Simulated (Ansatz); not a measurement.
Cu: isotropic strain +5.55 %

Base system: Cu in the fcc (Cu type) structure (space group Fm-3m, No. 225; a = 3.563 Å; relaxed with 0.1 eV smearing).

Perturbation: every lattice vector is stretched by 5.55 %, atoms relaxed at fixed cell.

Method: Ansatz (a program for electronic structure), PBEsol, PAW, cutoff 420 eV, scalar-relativistic without spin-orbit coupling, earlier PAW set. k-mesh 32×32×32 (Γ-centred); smearing 0.1 eV (Fermi–Dirac).

* **Volume per atom**: 13.30 Å³ (base 11.31 Å³)
* **Space group**: Fm-3m (No. 225) (base Fm-3m (No. 225))
* **Shortest interatomic distance**: 2.660 Å (base 2.520 Å)
* **Energy relative to the base (free energy F)**: +133 meV/atom
* **Band gap**: zero (base zero)

Whether these cells are dynamically stable was not tested. The final runs are not spin-polarised.
